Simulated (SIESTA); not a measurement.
Input and output of a self-consistent single point for Mg2Zn (P1, 6 atoms in the cell) (SIESTA).

Method: LDA PW92, numerical atomic orbitals DZP, PseudoDojo LDA standard norm-conserving potentials (rewritten from UPF to PSML) run with SIESTA.

The change in words: atoms moved at random. Reference geometry:
```
Mg2Zn
1.0
    3.08820     0.00000     0.00000
   -1.54410     2.67446     0.00000
    0.00000     0.00000    14.52655
Mg Zn
4 2
Cartesian
  0.00000   1.78297   5.92945
  1.54410   0.89149   8.59710
  1.54410   0.89149  13.19272
  0.00000   1.78297   1.33383
  1.54410   0.89149   3.63164
  0.00000   1.78297  10.89491
```

Reference input (self-consistent single point, DFT, LDA PW92, numerical atomic orbitals DZP, PseudoDojo LDA standard norm-conserving potentials (rewritten from UPF to PSML)): XC.functional = LDA; XC.authors = PW92; potentials = PseudoDojo LDA standard; PAO.BasisSize = DZP; PAO.EnergyShift = 0.005 Ry; MeshCutoff = 300 Ry; kgrid.MonkhorstPack = 10 10 2; OccupationFunction = MP; OccupationMPOrder = 0; ElectronicTemperature = 0.136 eV; MaxSCFIterations = 150; SCF.Mixer.Method = Broyden. This run's input differs from it in these lines:

```diff
@@ -18,8 +18,8 @@
 %block AtomicCoordinatesAndAtomicSpecies
-    -0.000001544    1.782974225    5.929447179  1
-     1.544101544    0.891485775    8.597102821  1
-     1.544101544    0.891485775   13.192722179  1
-    -0.000001544    1.782974225    1.333827821  1
-     1.544101544    0.891485775    3.631637500  2
-    -0.000001544    1.782974225   10.894912500  2
+    -0.004497963    1.775603413    5.911899107  1
+     1.517405599    0.936007511    8.589578068  1
+     1.573885689    0.930744174   13.133817019  1
+    -0.056129579    1.755512870    1.360803624  1
+     1.593251791    0.875505877    3.682465898  2
+     0.008384463    1.750006156   10.901086284  2
 %endblock AtomicCoordinatesAndAtomicSpecies
```

The program printed (abridged):

```
        iscf     Eharris(eV)        E_KS(eV)     FreeEng(eV)     dDmax    Ef(eV) dHmax(eV)
   scf:    1   -17643.925173   -17762.587209   -17762.612985  2.640044 -1.654779 43.554619
   scf:    2   -17837.115757   -17810.282653   -17810.308934  1.485286 -2.185444 15.919984
   scf:    3   -17817.523657   -17814.500874   -17814.526570  0.341870 -2.356722  7.815773
   scf:    4   -17816.596613   -17815.752073   -17815.777856  0.185638 -2.455266  2.650546
   scf:    5   -17815.529858   -17815.871795   -17815.897513  0.236121 -2.555655  3.444216
   [... 6 lines left out ...]
   scf:   12   -17816.134249   -17816.134263   -17816.160613  0.001291 -2.554732  0.004302
   scf:   13   -17816.134235   -17816.134250   -17816.160615  0.000634 -2.555570  0.001803
   scf:   14   -17816.134245   -17816.134247   -17816.160615  0.000194 -2.555799  0.000904
   scf:   15   -17816.134248   -17816.134248   -17816.160615  0.000025 -2.555870  0.000768
SCF Convergence by DM+H criterion
max |DM_out - DM_in|         :     0.0000247771
max |H_out - H_in|      (eV) :     0.0007683782
SCF cycle converged after 15 iterations

Using DM_out to compute the final energy and forces

siesta: E_KS(eV) =           -17816.1342

siesta: E_KS - E_eggbox =    -17816.1342

siesta: Atomic forces (eV/Ang):
     1    0.021710    0.013871   -0.141590
     2    0.027774   -0.049422    0.316617
     3   -0.045868   -0.060003   -0.023670
     4    0.075848    0.032766    0.205113
     5   -0.076869   -0.015192   -0.180824
     6   -0.005534    0.071756   -0.172463
   Tot   -0.002939   -0.006224    0.003184
   Max    0.316617
   Res    0.118578    sqrt( Sum f_i^2 / 3N )
   Max    0.316617    constrained

   [... lines left out ...]
siesta: FreeEng =    -17816.160615
   [... lines left out ...]
siesta:     0.018027   -0.000826    0.000107
siesta:    -0.000826    0.020189    0.000300
siesta:     0.000107    0.000300    0.022789

siesta: Cell volume =        119.978660 Ang**3

siesta: Pressure (static):
siesta:                Solid            Molecule  Units
siesta:          -0.00022147         -0.00019811  Ry/Bohr**3
siesta:          -0.02033487         -0.01818931  eV/Ang**3
siesta:         -32.58004603        -29.14248046  kBar
```

The run converged in 15 iterations. Against the reference run the free energy hardly moves (within 1 meV/atom), the pressure goes from -3.36 to -3.26 GPa and the largest force goes from 0.291 to 0.322 eV/Å.

The starting cell comes from a database of computed structures (which also holds hypothetical and non-ambient phases and stackings), without a prior relaxation at this level. For this run, on top of that: atoms moved at random. Values carry the incompleteness of an atom-centred basis. With a pressure of about -3 GPa the cell is away from its equilibrium volume at this level.
